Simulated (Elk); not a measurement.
Elk run on CaCuSi (P-6m2, 3 atoms in the cell): self-consistent single point

Level of theory: PBEsol, all-electron FP-LAPW, Elk's shipped species files, APW+lo basis with extra local orbitals (Elk 10.2.4).

Input:

```
tasks
  0

xctype
  22

tforce
  .true.

rgkmax
  7.5

gmaxvr
  18.0

lmaxapw
  10

lmaxo
  8

nxlo
  2

lorbcnd
  .true.

lradstp
  2

nrmtscf
  2.0

rmtscf
  0.92

lmaxi
  4

stype
  0

swidth
  0.00367493

avec
    7.7891292976    0.0000001241    0.0000000000
   -3.8945647562    6.7455837830    0.0000000000
    0.0000000000    0.0000000000    7.7119912119

atoms
  3   : nspecies
  'Ca.in'   : spfname
  1   : natoms; atposl, bfcmt below
  0.0000000000  0.0000000000  0.0000000000    0.0 0.0 0.0
  'Si.in'   : spfname
  1   : natoms; atposl, bfcmt below
  0.3333333333  0.6666666667  0.5000000000    0.0 0.0 0.0
  'Cu.in'   : spfname
  1   : natoms; atposl, bfcmt below
  0.6666666667  0.3333333333  0.5000000000    0.0 0.0 0.0

ngridk
  8 8 7
```

The program printed (abridged):

```
│ Elk code version 10.2.4 │

All units are atomic (Hartree, Bohr, etc.)

│ Ground-state run starting from atomic densities │

Lattice vectors :
   7.789129298      0.1241000000E-06   0.000000000
  -3.894564756       6.745583783       0.000000000
   0.000000000       0.000000000       7.711991212

Unit cell volume      :    405.2051756
Brillouin zone volume :   0.6121595389

Muffin-tin inner radius fraction :   0.1000000000E-01

Nuclei treated as point charges

Species :    1 (Ca)
 parameters loaded from : Ca.in
 name : calcium
 nuclear charge    :   -20.00000000
 electronic charge :    20.00000000
 atomic mass :    73057.72469
 muffin-tin radius :    2.208000000
 number of radial points in muffin-tin :    999
 atomic positions (lattice), magnetic fields (Cartesian) :
   1 :   0.00000000  0.00000000  0.00000000    0.00000000  0.00000000  0.00000000

Species :    2 (Si)
 parameters loaded from : Si.in
 name : silicon
 nuclear charge    :   -14.00000000
 electronic charge :    14.00000000
 atomic mass :    51196.73454
 muffin-tin radius :    2.024000000
 number of radial points in muffin-tin :    799
 atomic positions (lattice), magnetic fields (Cartesian) :
   1 :   0.33333333  0.66666667  0.50000000    0.00000000  0.00000000  0.00000000

Species :    3 (Cu)
 parameters loaded from : Cu.in
 name : copper
 nuclear charge    :   -29.00000000
 electronic charge :    29.00000000
 atomic mass :    115837.2717
 muffin-tin radius :    2.208000000
 number of radial points in muffin-tin :    999
 atomic positions (lattice), magnetic fields (Cartesian) :
   1 :   0.66666667  0.33333333  0.50000000    0.00000000  0.00000000  0.00000000

Total number of atoms per unit cell :    3

Spin treatment :
 spin-unpolarised

Number of Bravais lattice symmetries :   24
Number of crystal symmetries         :   12
Crystal has no inversion symmetry
Complex Hermitian eigensolver will be used

k-point grid :      8     8     7
   [... lines left out ...]
Maximum |G| for potential and density :    18.00000000
 potential will be trimmed for |G| > 2 gkmax
Constant for pseudocharge density :   10
Radial integration step length :    2

G-vector grid sizes :     45    45    45
Number of G-vectors :    39993

Maximum angular momentum used for
 APW functions                      :   10
 outer part of muffin-tin           :    8
 inner part of muffin-tin           :    4

Total nuclear charge    :   -63.00000000
Total core charge       :    32.00000000
Total valence charge    :    31.00000000
Total excess charge     :    0.000000000
Total electronic charge :    63.00000000

Effective Wigner radius, rₛ :    1.153670909

Number of empty states         :   12
Total number of valence states :   28
Total number of core states    :   32

Conduction state local-orbitals added automatically
Total number of local-orbitals :  312

Exchange-correlation functional :     22     0     0
 PBEsol, Phys. Rev. Lett. 100, 136406 (2008)
 gradient requirement :    1
 generalised gradient approximation (GGA)

Smearing type :    0
 Gaussian
Smearing width :   0.3674930000E-02
Effective electronic temperature (K) :    1160.451112

Mixing type :    3
 Broyden mixing, J. Phys. A: Math. Gen. 17, L317 (1984)

Kohn-Sham potential initialised from atomic data
│ Self-consistent loop started │
│ Loop number : 1 │
 total energy                :     -2589.39373069
│ Loop number : 2 │
 total energy                :     -2594.19038928
RMS change in Kohn-Sham potential (target) :   0.6150998583     (  0.1000000000E-05)
Absolute change in total energy (target)   :    4.796658593     (  0.1000000000E-03)
│ Loop number : 3 │
 total energy                :     -2594.67252975
RMS change in Kohn-Sham potential (target) :   0.5991098957     (  0.1000000000E-05)
Absolute change in total energy (target)   :    1.681305120     (  0.1000000000E-03)
│ Loop number : 4 │
 total energy                :     -2607.30590874
RMS change in Kohn-Sham potential (target) :   0.3214261635     (  0.1000000000E-05)
Absolute change in total energy (target)   :    13.05370526     (  0.1000000000E-03)
│ Loop number : 5 │
 total energy                :     -2615.75060645
RMS change in Kohn-Sham potential (target) :   0.1335464616     (  0.1000000000E-05)
Absolute change in total energy (target)   :    11.70812403     (  0.1000000000E-03)
   [... lines left out ...]
Absolute change in total energy (target)   :   0.4723081297E-02 (  0.1000000000E-03)
│ Loop number : 13 │
 total energy                :     -2622.81425127
RMS change in Kohn-Sham potential (target) :   0.3849098234E-04 (  0.1000000000E-05)
Absolute change in total energy (target)   :   0.2415685948E-02 (  0.1000000000E-03)
│ Loop number : 14 │
 total energy                :     -2622.81607483
RMS change in Kohn-Sham potential (target) :   0.3546603822E-05 (  0.1000000000E-05)
Absolute change in total energy (target)   :   0.2427487263E-02 (  0.1000000000E-03)
│ Loop number : 15 │
 total energy                :     -2622.81590112
RMS change in Kohn-Sham potential (target) :   0.1426328740E-05 (  0.1000000000E-05)
Absolute change in total energy (target)   :   0.4331636896E-03 (  0.1000000000E-03)
│ Loop number : 16 │
 total energy                :     -2622.81584615
RMS change in Kohn-Sham potential (target) :   0.7348216255E-06 (  0.1000000000E-05)
Absolute change in total energy (target)   :   0.5331621333E-04 (  0.1000000000E-03)
Convergence targets achieved

│ Loop number : 17 │

Energies :
 Fermi                       :     0.216502745852
 sum of eigenvalues          :     -1500.85431003
 electron kinetic            :      2656.63089405
 core electron kinetic       :      2421.72621668
 Coulomb                     :     -5157.54805655
 Coulomb potential           :     -3997.97301608
 nuclear-nuclear             :     -326.957442314
 electron-nuclear            :     -5663.20821238
 Hartree                     :      832.617598148
 Madelung                    :     -3158.56154850
 xc potential                :     -159.512187995
 exchange                    :     -118.740968605
 correlation                 :     -3.15767220617
 total energy                :     -2622.81580331

Density of states at Fermi energy :    78.11615508
 (states/Hartree/unit cell)

Estimated indirect band gap :   0.4882990288E-03
 from k-point     48 to k-point     50
Estimated direct band gap   :   0.1004406766E-01
 at k-point      9

Charges :
 core                        :    32.00000000
 valence                     :    31.00000000
 interstitial                :    5.461626855
 muffin-tins (core leakage)
  species :    1 (Ca)
   atom    1                 :    17.92760204     (  0.1306614230E-06)
  species :    2 (Si)
   atom    1                 :    11.75478152     (  0.3284558982E-02)
  species :    3 (Cu)
   atom    1                 :    27.85598959     (  0.4626551496E-03)
 total in muffin-tins        :    57.53837315
 total calculated charge     :    62.99622611
 total charge                :    63.00000000
 error                       :   0.3773891321E-02

│ Self-consistent loop stopped │

Forces :
 species :    1 (Ca)
  atom :    1
   Hellmann-Feynman          :     0.00000000    0.00000000    0.00000000
   IBS                       :    -0.00000000   -0.00000000    0.00000000
   total force               :     0.00000000    0.00000000    0.00000000
   total magnitude           :     0.00000000
 species :    2 (Si)
  atom :    1
   Hellmann-Feynman          :    -0.00000000    0.00000000    0.00000000
   IBS                       :     0.00000000   -0.00000000    0.00000000
   total force               :    -0.00000000    0.00000000    0.00000000
   total magnitude           :     0.00000000
 species :    3 (Cu)
  atom :    1
   Hellmann-Feynman          :     0.00000000    0.00000000    0.00000000
   IBS                       :    -0.00000000   -0.00000000    0.00000000
   total force               :    -0.00000000   -0.00000000    0.00000000
   total magnitude           :     0.00000000
```

The run converged in 17 iterations. The count includes the last loop, which Elk runs after its targets are met.

The starting cell comes from a database of computed structures (which also holds hypothetical and non-ambient phases and stackings), without a prior relaxation at this level. Spin polarisation is off. Values depend on the basis (sphere radii, cutoffs, local orbitals), which need not be converged. The log's line on a gap gives a spacing of levels on this mesh, which the program prints for metals too.

Cost on one core of a shared machine: roughly 2 min.
